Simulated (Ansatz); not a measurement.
Cu$_{2}$Te (space group P6/mmm, No. 191; a cell from a computed database, its experimental status unchecked; layered, stacked along the Cartesian z axis)

```cif
data_Cu4Te2
_chemical_formula_sum 'Cu4 Te2'
_space_group_name_H-M_alt 'P6/mmm'
_space_group_IT_number 191
_space_group_name_Hall '-P 6 2'
_cell_length_a 4.23262
_cell_length_b 4.23262
_cell_length_c 8.45090
_cell_angle_alpha 90.000
_cell_angle_beta 90.000
_cell_angle_gamma 120.000
loop_
_atom_site_label
_atom_site_type_symbol
_atom_site_symmetry_multiplicity
_atom_site_Wyckoff_symbol
_atom_site_fract_x
_atom_site_fract_y
_atom_site_fract_z
_atom_site_occupancy
Cu1 Cu 4 h 0.33333 0.66667 0.14867 1
Te1 Te 2 e 0.00000 0.00000 0.26712 1
```

Level of theory: Kohn–Sham DFT with the r2SCAN+rVV10 functional, run in Ansatz (an electronic-structure program) with PAW and 500 eV plane waves, spin-orbit coupling left out. k-mesh 13×13×6 (Γ-centred); smearing 0.05 eV (Fermi–Dirac).

```yaml
volume_per_atom: 21.85 Å³
density: 6.45 g/cm³
band_gap: zero
total_energy: -6750.952 eV/atom (σ→0; compares only within this code and set-up)
```

Stability against distortions was not tested. The final runs are not spin-polarised.
